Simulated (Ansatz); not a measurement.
Input:

```
CELL_PARAMETERS angstrom
      5.35523     0.00000     0.00000
      0.00000     5.35523     0.00000
      0.00000     0.00000     5.35523
ATOMIC_POSITIONS crystal
  Cs 0.00000 0.00000 0.00000
  Pb 0.50000 0.50000 0.50000
  Cl 0.50000 0.00000 0.50000
  Cl 0.00000 0.50000 0.50000
  Cl 0.50000 0.50000 0.00000
```

No spin polarisation.

Computed with LDA/PAW in Ansatz (a program for electronic structure), without spin-orbit coupling. Γ-centred 6×6×6 mesh, Fermi–Dirac width 0.05 eV.

### Question
What is the computed electron mass (degenerate bands, along [100])?

### Answer
0.071, 0.66, 0.66 mₑ (at R).

### Question
Estimate the gap character.

### Answer
Direct at R.

Spin-orbit coupling, missing from the scalar runs, can matter with Pb. The cells carry an imposed strain or load. Masses are band curvatures over ±0.01 Å⁻¹ around the edge. Stability against distortions was not tested. The cell was made from CsPbCl3 in the cubic perovskite structure (space group Pm-3m, No. 221) by this change: isotropic strain −3.00 %. Many cubic perovskites are stable only at high temperature; tilts and polar distortions were not tested. This is not the structure that CsPbCl3 has at room temperature and ambient pressure.
